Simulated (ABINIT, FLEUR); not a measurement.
A FLEUR input for a self-consistent single point of CaI2 (P-3m1, 3 atoms in the cell) (DFT, LDA (Perdew-Zunger), all-electron FLAPW (FLEUR), scalar-relativistic valence):

Input of the input generator:

```
CaI2 crystal
&input film=f /
4.5289699579 0.0000000098 0.0000000000
-2.2644849874 3.9222030316 0.0000000000
0.0000000000 0.0000000000 7.2098300000
1.8897261246
1.0 1.0 1.0

3
20 0.0000000000 0.0000000000 -0.0000000000
53 0.3333333333 0.6666666667 0.2443000000
53 0.6666666667 0.3333333333 0.7557000000

&comp jspins=1 /
&exco xctyp='pz' /
&kpt div1=5 div2=5 div3=3 /
&end /
```

```xml
<?xml version="1.0" encoding="UTF-8" standalone="no"?>
<fleurInput fleurInputVersion="0.39">
   <comment>
      CaI2 crystal                                                                                        
   </comment>
   <calculationSetup>
      <cutoffs Kmax="3.8" Gmax="11.4" GmaxXC="11.4" numbands="0"/>
      <scfLoop itmax="100" minDistance="0.00001" maxIterBroyd="25" imix="Anderson" alpha="0.05" precondParam="0.0" spinf="2.0"/>
      <coreElectrons ctail="T" frcor="F" kcrel="0" coretail_lmax="0"/>
      <xcFunctional name="pz" relativisticCorrections="F"/>
      <magnetism jspins="1"/>
      <soc l_soc="F" theta="0.0" phi="0.0" spav="F"/>
      <expertModes spex="0" secvar="F"/>
      <geometryOptimization l_f="T" forcealpha="1.0" forcemix="BFGS" epsdisp="0.00001" epsforce="0.00001"/>
      <ldaU l_linMix="F" mixParam="0.05" spinf="1.0"/>
   </calculationSetup>
   <cell>
      <bzIntegration valenceElectrons="44.0" mode="hist" fermiSmearingEnergy="0.0001">
         <kPointListSelection listName="default-1"/>
         <!-- k-points included here -->
         <xi:include xmlns:xi="http://www.w3.org/2001/XInclude" href="kpts.xml"> </xi:include>
      </bzIntegration>
      <!-- symmetry operations included here -->
      <xi:include xmlns:xi="http://www.w3.org/2001/XInclude" href="sym.xml"> </xi:include>
      <bulkLattice scale="1.0">
         <bravaisMatrix>
            <row-1>    8.5585128469721923     0.0000000185193160     0.0000000000000000</row-1>
            <row-2>   -4.2792564394542811     7.4118895347998386     0.0000000000000000</row-2>
            <row-3>    0.0000000000000000     0.0000000000000000    13.6246041049248170</row-3>
         </bravaisMatrix>
      </bulkLattice>
   </cell>
   <atomSpecies>
      <species name="Calcium (Ca)" element="Ca" atomicNumber="20">
         <mtSphere radius="2.68" gridPoints="925" logIncrement="0.013"/>
         <atomicCutoffs lmax="10" lnonsphr="8"/>
         <electronConfig flipSpins="F">
            <coreConfig>(1s1/2) (2s1/2) (2p1/2) (2p3/2)</coreConfig>
            <valenceConfig>(3s1/2) (3p1/2) (3p3/2) (4s1/2)</valenceConfig>
         </electronConfig>
         <energyParameters s="4" p="4" d="3" f="4"/>
         <lo type="SCLO" l="0" n="3" eDeriv="0"/>
         <lo type="SCLO" l="1" n="3" eDeriv="0"/>
      </species>
      <species name="Iodine (I)" element="I" atomicNumber="53">
         <mtSphere radius="2.68" gridPoints="925" logIncrement="0.014"/>
         <atomicCutoffs lmax="10" lnonsphr="8"/>
         <electronConfig flipSpins="F">
            <coreConfig>(1s1/2) (2s1/2) (2p1/2) (2p3/2) (3s1/2) (3p1/2) (3p3/2) (4s1/2) (3d3/2) (3d5/2) (4p1/2) (4p3/2)</coreConfig>
            <valenceConfig>(5s1/2) (4d3/2) (4d5/2) (5p1/2) (5p3/2)</valenceConfig>
            <stateOccupation state="(5p1/2)" spinUp="0.8333333333333" spinDown="0.8333333333333"/>
            <stateOccupation state="(5p3/2)" spinUp="1.6666666666667" spinDown="1.6666666666667"/>
         </electronConfig>
         <energyParameters s="5" p="5" d="5" f="4"/>
         <lo type="SCLO" l="2" n="4" eDeriv="0"/>
      </species>
   </atomSpecies>
   <atomGroups>
      <atomGroup species="Calcium (Ca)">
         <relPos label="                   1">.0000000000 .0000000000 .0000000000</relPos>
         <force calculate="T" relaxXYZ="TTT"/>
      </atomGroup>
      <atomGroup species="Iodine (I)">
         <relPos label="                   2">1.000/3.000 -1.000/3.000 .2443000000</relPos>
         <relPos label="                   3">-1.000/3.000 1.000/3.000 -.2443000000</relPos>
         <force calculate="T" relaxXYZ="TTT"/>
      </atomGroup>
   </atomGroups>
   <output dos="F" band="F" slice="F">
      <checks vchk="F" cdinf="F"/>
      <bandDOS minEnergy="-.5*Htr" maxEnergy="0.5*Htr" sigma="0.015" storeEVData="T"/>
      <vacuumDOS vacdos="F" integ="F" star="F" nstars="0" locx1="0.0" locy1="0.0" locx2="0.0" locy2="0.0" nstm="0" tworkf="0.0"/>
      <unfoldingBand unfoldBand="F" supercellX="1" supercellY="1" supercellZ="1"/>
      <plotting iplot="0" polar="F">
         <plot TwoD="T" vec1="  1.0  0.0  0.0" vec2="  0.0  1.0  0.0" vec3="  0.0  0.0  1.0" zero="  0.0  0.0  0.0" file="plot"/>
      </plotting>
      <chargeDensitySlicing numkpt="0" minEigenval="0.0" maxEigenval="0.0" nnne="0" pallst="F"/>
      <specialOutput eonly="F"/>
      <magneticCircularDichroism mcd="F" energyLo="-10.0" energyUp="0.0"/>
   </output>
  <!-- We include the file relax.xml here to enable relaxations (see documentation) -->
  <xi:include xmlns:xi="http://www.w3.org/2001/XInclude" href="relax.xml"> <xi:fallback/> </xi:include>
</fleurInput>
```

Problem. Translate this input to ABINIT.

Solution. This is the input that was run; spellings and numerical settings could be chosen otherwise.

```
# CaI2, PseudoDojo nc-sr-04 LDA standard
pp_dirpath "./"
pseudos "Ca.upf, I.upf"
acell 8.5585128470 8.5585128470 13.6246041051
rprim
         1.0000000000    0.0000000022    0.0000000000
        -0.5000000019    0.8660254027    0.0000000000
         0.0000000000    0.0000000000    1.0000000000
natom 3
ntypat 2
znucl 20 53
typat 1 2 2
xcart
         0.0000000000    0.0000000000    0.0000000000
        -0.0000000107    4.9412596961    3.3284907829
         4.2792564182    2.4706298573   10.2961133222
ecut 36
occopt 1
nband 16
kptopt 1
ngkpt 5 5 3
nshiftk 1
shiftk 0 0 0
nstep 100
tolvrs 1.0e-12
diemac 4
prtwf 0
prtden 0
prtvol 1
enunit 1
```

Basis, cutoffs, solver keys and any potentials are the target program's own. This input uses DFT, LDA (PW92), plane waves, norm-conserving pseudopotentials (PseudoDojo nc-sr-04 LDA standard). LDA parametrisations can differ slightly between programs.

The starting cell comes from a database of computed structures (which also holds hypothetical and non-ambient phases and stackings), without a prior relaxation at this level.
